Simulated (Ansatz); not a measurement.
**CaF2: pressure series**

Consider CaF$_{2}$ in the fluorite structure (space group Fm-3m, No. 225; a = 5.421 Å).

Cell and atoms are relaxed at each pressure.

Method: PBEsol/PAW in Ansatz (a first-principles code), no spin-orbit coupling.

| P (GPa) | V (Å³/atom) |
|---|---|
| -1.99 | 13.599 |
| -0.99 | 13.429 |
| 0.30 | 13.227 |
| 0.70 | 13.167 |
| 1.49 | 13.053 |
| 2.99 | 12.852 |
| 4.99 | 12.607 |
| 7.49 | 12.333 |
| 9.99 | 12.088 |

A third-order Birch–Murnaghan fit to these points gives V₀ = 13.27 Å³/atom, B₀ = 86 GPa and B₀′ = 4.5. At pressure 10 GPa the volume is 91.1 % of V₀.

Load acts through the strain it causes; cell and atoms are relaxed under it. Stability against distortions was not tested. No other phases were tried under pressure.
